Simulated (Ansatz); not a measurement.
Results of PBEsol (Ansatz, an electronic-structure program, PAW) for Be5Au (F-43m, No. 216).

Numerical settings: plane-wave cutoff 520 eV, 16×16×16 k mesh, Fermi–Dirac smearing 0.05 eV, scalar-relativistic PAW data made under PBE.

The volume scan:

| V (Å³/atom) | E − E_lowest (meV/atom) |
|---|---|
| 8.955 | 7.29 |
| 9.141 | 1.77 |
| 9.328 | 0.00 |
| 9.514 | 1.64 |
| 9.701 | 6.36 |

Question: What bulk modulus B0 and pressure derivative B′ does a third-order Birch–Murnaghan fit give?

Answer: V0 = 9.328 Å³/atom, B0 = 146 GPa, B′ = 3.9 (fit to the energies at full precision).

Spin–orbit coupling is not included; it can shift volumes and moduli of such heavy elements.

The computed numbers hold no vibrational or temperature effects.

The result took about 4 core-minutes (a rough figure).
